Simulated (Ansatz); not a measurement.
A 16-atom cell of Ga(As,Sb) started in the zinc blende structure, site fractions As 0.750, Sb 0.250, short-range order -0.11 in the first shell of the mixed sites (0 is random, a negative value favours unlike neighbours), space group Amm2 at the end, an ordered arrangement that its symmetry holds. The mixed sublattice has 8 sites.

The mixing enthalpy is taken against the end members in the zinc blende type, relaxed in the same cell and mesh.

The numbers are results of PBE (plane waves to 420 eV, PAW; Ansatz, a program for electronic structure), not measurements. No spin–orbit coupling; with elements this heavy it can move edges by tenths of an eV. Its k-point mesh 4×4×4, Fermi–Dirac width 0.01 eV.

```csv
cell,energy at zero smearing (eV)
GaAs,-69118.845
GaSb,-82142.667
Ga4As3Sb,-72374.380
```

Work out the mixing enthalpy per mixed site and the interaction parameter Ω of a regular solution.

With x = 2/8 of the second end member, ΔH = [-72374.380 − 6/8 × (-69118.845) − 2/8 × (-82142.667)] / 8 = 53 meV against the separate end members. Ω = ΔH / x(1 − x) = 280 meV.
